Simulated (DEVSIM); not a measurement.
Structure: Co/SiO2/p-Si capacitor, at 300 K.

Layer 1 from the left is SiO2, thickness (nm) 1.70. Layer 2 from the left is Si, thickness (nm) 8400, Na (cm⁻³) 4.7e15.

Metal gate on the left, work function 5 eV. Fixed charge at the semiconductor interface 0 cm⁻² (in units of +e); no interface traps.

This is a model device: material constants are rounded textbook-type values typed into the input, and sizes, dopings and lifetimes were drawn at random. Values at 300 K.

SiO2: gap (eV) 9, affinity (eV) 0.9, permittivity 3.9. Si: gap (eV) 1.124, affinity (eV) 4.05, permittivity 11.7, Nc (cm⁻³) 2.86e19, Nv (cm⁻³) 3.1e19.

Question: Estimate by hand the flat-band voltage, the threshold voltage, and compare with a numerical solution.

Answer: 
- Flat-band voltage: C = 2.03 μF/cm², work-function difference 0.053 V; VFB = φms − qNf/C = 0.05 V; numerical 0.05 V.
- Threshold voltage: φF = 0.336 V, depletion charge √(4εqNφF) = 3.24e-8 C/cm²; VT = VFB + 2φF + Qd/C = 0.74 V; numerical 0.74 V.

Model (solved in DEVSIM): 1D Poisson equation in equilibrium, Boltzmann statistics, complete ionisation; no quantum confinement or tunnelling. Metal contacts follow the ideal Schottky-Mott rule: no Fermi-level pinning, no interface dipoles.
